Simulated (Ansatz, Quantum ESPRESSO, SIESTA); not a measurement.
One structure in several programs: RbRuF6 (R-3m, 8 atoms in the cell)

Self-consistent single point.

```xyz
8
Lattice="3.7883 2.1872 2.4818 -3.7883 2.1872 2.4818 0.0000 -4.3743 2.4818" Properties=species:S:1:pos:R:3 pbc="T T T"
Rb     0.0000     0.0000     3.7228
Ru     0.0000     0.0000     0.0000
F      0.0000    -2.8821     3.5705
F      0.0000     2.8821     3.8750
F      2.4960     1.4411     3.5705
F     -2.4960    -1.4411     3.8750
F     -2.4960     1.4411     3.5705
F      2.4960    -1.4411     3.8750
```
Moments meant for the start (each program seeds them in its own way; μB, in the order of the atoms Rb Ru F F F F F F): 0.0 2.0 0.0 0.0 0.0 0.0 0.0 0.0.

Shared settings, as Ansatz (a quantum-chemistry and plane-wave program) writes them: kpoints.mp_grid.grid = 7 7 7; scf.occupations.method = fermi_dirac; scf.occupations.width = 0.05 eV. Potentials and cutoffs stand in the table.

```json
[
 {"code": "Ansatz", "model": "LDA (PW92), PAW files made with PBE", "pressure (GPa)": "-0.62", "largest force (eV/Å)": "0.265", "gap on the mesh (eV)": "–", "size of the net moment (μB/atom)": "0.37", "cutoff": "420 eV"},
 {"code": "Quantum ESPRESSO", "model": "LDA (PZ), GBRV 1.5 ultrasoft (LDA) pseudopotentials", "pressure (GPa)": "-0.11", "largest force (eV/Å)": "0.356", "gap on the mesh (eV)": "0.913", "size of the net moment (μB/atom)": "0.38", "cutoff": "40 Ry"},
 {"code": "SIESTA", "model": "LDA PW92, numerical atomic orbitals DZP, PseudoDojo LDA standard norm-conserving potentials (rewritten from UPF to PSML)", "pressure (GPa)": "-0.10", "largest force (eV/Å)": "0.792", "gap on the mesh (eV)": "0.884", "size of the net moment (μB/atom)": "0.37", "cutoff": "grid 350 Ry"}
]
```

A dash marks a value that a program does not give, or that is left out as unsure.

No gap is tabulated for Ansatz: it is not read from that output, or partly filled or unconverged empty levels leave it unsure.

Gaps are read on the mesh.

On Ansatz's run: with one magnetic atom in the cell only a parallel order is possible.

The spread over the programs that give each value: pressure within 0.52 GPa; largest force within 0.527 eV/Å; gap on the mesh within 0.029 eV; size of the net moment within 0.01 μB/atom.

SIESTA uses small atom-centred bases, whose incompleteness enters pressures, forces and empty levels differently from a plane-wave cutoff. Ansatz's pressure is given at a fixed set of plane waves, as the other plane-wave codes print theirs; with its correction for the finite basis it is -0.05 GPa (the shift of 0.57 GPa shows how far the cutoff is from converged). The same LDA comes in different parametrisations, which differ slightly. In the force vectors, SIESTA (by 0.482) lies more than 0.08 eV/Å from the median of the plane-wave programs.

On the base mesh (3 3 3) the same programs gave: Ansatz pressure -0.63 GPa; Quantum ESPRESSO pressure -0.11 GPa, gap on the mesh 0.997 eV; SIESTA pressure -0.06 GPa, gap on the mesh 0.946 eV.

The starting cell comes from a database of computed structures (which also holds hypothetical and non-ambient phases and stackings), without a prior relaxation at this level. Its lattice was rescaled by a random factor within 2.5 % of one.

Keys are those of Ansatz 0.2.
